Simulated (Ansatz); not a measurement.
**Lattice parameter a of Ca2BeN2 (model structure, started from the Ca2ZnN2 type, I4/mmm, No. 139, 5 atoms in the cell) at several levels of theory**

No measured value is used here.

| level (code) | value (Å) |
|---|---|
| LDA (Ansatz) | 3.473 |
| PBE (Ansatz) | 3.562 |
| PBEsol (Ansatz) | 3.516 |
| r²SCAN (Ansatz) | 3.544 |

Cutoffs differ between the levels. Ansatz's density-functional and Hartree–Fock values are scalar-relativistic unless marked +SOC, with PAW data made under PBE.

A model structure was made by putting elements into a prototype or built by hand; it is no filed structure, need not be a known phase, and can be a saddle point held by its symmetry.

Ansatz is a program for electronic structure.
